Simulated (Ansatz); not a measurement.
**A computed series for ZnSe: response to strain**

Consider ZnSe in the zinc blende structure (space group F-43m, No. 216; a = 5.568 Å). Axes: x, y, z lie along the cube axes.

Strains are applied to the cell and any free atomic positions relax; under biaxial strain the out-of-plane vector relaxes too.

Method: LDA (Ansatz, a program for electronic structure, PAW, no SOC).

Notes on the quantities. energy relative to the base: free energy F.

| biaxial strain, plane normal [001], relaxed out of plane (%) | energy relative to the base (meV/atom) |
|---|---|
| 0 | 0.0 |
| 0.5 | 0.3 |
| 1 | 1.1 |
| 1.5 | 2.5 |
| 2 | ? |
| 2.5 | 6.8 |
| 3 | 9.7 |

Problem. Fit ΔE = Aε² + Bε³ (ε in %) to the rows shown and predict the withheld row.

Solution. Least squares on the printed values gives A = 1.14 and B = -0.020 meV/atom (largest residual 0.0 meV/atom); this predicts 4.4 meV/atom, and the run gives 4.4 meV/atom, in agreement.

Stability against distortions was not tested.
